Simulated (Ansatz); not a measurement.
BeSe (model structure, started from the BeO type, P4₂/mnm, No. 136, 8 atoms in the cell), treated with LDA (Ansatz, a program for electronic structure, PAW).

Numerical settings: plane-wave cutoff 520 eV, 6×6×10 k mesh (along the axes of the cell as run), Fermi–Dirac smearing 0.01 eV, scalar-relativistic PAW data made under PBE.

Cell (relaxed with PBEsol):

```cif
data_Be4Se4
_chemical_formula_sum 'Be4 Se4'
_space_group_name_H-M_alt 'P 1'
_space_group_IT_number 1
_cell_length_a 6.22851
_cell_length_b 6.22851
_cell_length_c 3.64561
_cell_angle_alpha 90.000
_cell_angle_beta 90.000
_cell_angle_gamma 90.000
loop_
_space_group_symop_operation_xyz
  'x, y, z'
loop_
_atom_site_label
_atom_site_type_symbol
_atom_site_fract_x
_atom_site_fract_y
_atom_site_fract_z
_atom_site_occupancy
Be1 Be 0.33093 0.66907 0.00000 1
Be2 Be 0.66907 0.33093 0.00000 1
Be3 Be 0.83093 0.83093 0.50000 1
Be4 Be 0.16907 0.16907 0.50000 1
Se1 Se 0.30920 0.30920 0.00000 1
Se2 Se 0.69080 0.69080 0.00000 1
Se3 Se 0.19080 0.80920 0.50000 1
Se4 Se 0.80920 0.19080 0.50000 1
```

Q: Predict the band gap and smallest direct gap on the k points sampled.

A: 
- band gap: 2.72 eV (indirect)
- smallest direct gap on the k points sampled: 3.30 eV

Note: the relaxation could raise the start's symmetry but not lower it, so the cell can be a saddle point; cell and atoms aren't relaxed at this level (pressure -2.1 GPa).

Spin–orbit coupling is not included.

The computed numbers hold no vibrational or temperature effects.

Cost on a shared machine: about 24 core-seconds (a rough figure).

A model structure was made by putting elements into a prototype or built by hand; it is no filed structure, need not be a known phase, and can be a saddle point held by its symmetry.
